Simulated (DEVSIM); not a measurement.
System: abrupt GaP p-n junction, at 250 K.

Layer 1 from the left is GaP, thickness (μm) 0.370, Na (cm⁻³) 3.3e18, τn (s) 7.5e-7, τp (s) 7.5e-7. Layer 2 from the left is GaP, thickness (μm) 12.0, Nd (cm⁻³) 1.2e15, τn (s) 7.5e-7, τp (s) 7.5e-7.

Left contact: ohmic. Right contact: ohmic. Voltage is applied to the left contact. Recombination: SRH at mid-gap, radiative, Auger. Mobility is constant in doping.

Constants are typed, rounded textbook-type inputs, not results; the design itself was drawn at random and stands for no fabricated device. Values at 300 K; Nc and Nv go as T^1.5, mobilities as T to minus their exponent, the gap by Varshni's rule with the affinity fixed.

GaP: gap (eV) 2.26, affinity (eV) 3.8, permittivity 11.1, Nc (cm⁻³) 1.8e19, Nv (cm⁻³) 1.9e19, μn (cm²/Vs) 250, μp (cm²/Vs) 150, T exponent of μn 1.6, T exponent of μp 1.98, B (cm³/s) 1e-13, Cn (cm⁶/s) 1e-30, Cp (cm⁶/s) 1e-30, Varshni α (eV/K) 0.00058, Varshni β (K) 372.

DEVSIM, 1D drift-diffusion, Boltzmann statistics, complete ionisation; no tunnelling, impact ionisation, image-force lowering or self-heating.

Dark forward current:

| |V| (V) | |J| (A/cm²) |
|---|---|
| 0.95 | 3.090e-13 |
| 1.00 | 1.016e-12 |
| 1.05 | 3.345e-12 |
| 1.10 | 1.104e-11 |
| 1.15 | 3.651e-11 |
| 1.20 | 1.211e-10 |
| 1.25 | 4.033e-10 |
| 1.30 | 1.349e-9 |
| 1.35 | 4.545e-9 |
| 1.40 | 1.551e-8 |
| 1.45 | 5.437e-8 |
| 1.50 | 2.028e-7 |
| 1.55 | 8.672e-7 |
| 1.60 | 4.688e-6 |
| 1.65 | 3.316e-5 |
| 1.70 | 0.0002847 |
| 1.75 | 0.002689 |
| 1.80 | 0.02598 |
| 1.85 | 0.2276 |
| 1.90 | 1.441 |
| 1.95 | 6.437 |
| 2.00 | 22.49 |
| 2.05 | 62.75 |
| 2.10 | 139.1 |
| 2.15 | 254.5 |
| 2.20 | 403.4 |

Problem. Work out the local ideality factor n = ΔV / (kT/q · ln(J2/J1)) between the rows 0.95 and 1.00 V, 1.75 and 1.80 V, 2.15 and 2.20 V.

Solution. kT/q = 21.54 mV. From 0.95 to 1.00 V: ln(1.016e-12/3.090e-13) = 1.190, n = 1.95, near the 2 of recombination in the depletion region. From 1.75 to 1.80 V: ln(0.02598/0.002689) = 2.268, n = 1.02, near the 1 of diffusion or emission over a barrier. From 2.15 to 2.20 V: ln(403.4/254.5) = 0.461, n = 5.04.

Problem. Estimate the current at 1.75 V from the Shockley equation with J0 = Σ q ni² D/(N L) coth(W/L), τ joining the SRH, radiative and Auger lifetimes that are on, and W taken as the whole layer.

Solution. ni² = 2.18e-8 cm⁻⁶; electrons in the p layer: μ = 335 cm²/Vs, D = 7.21 cm²/s, τ = 7.97e-8 s, L = 7.58 μm, W/L = 0.049, term 2.07e-40 A/cm²; holes in the n layer: μ = 215 cm²/Vs, D = 4.64 cm²/s, τ = 7.50e-7 s, L = 18.6 μm, W/L = 0.64, term 1.28e-38 A/cm². J0 = 1.30e-38 A/cm², and J = J0 exp(qV/kT) = 0.00249 A/cm². The simulation gives 0.00269 A/cm²; the estimate lies 7.3 % below. The estimate leaves out recombination in the depletion region and that region's share of W.
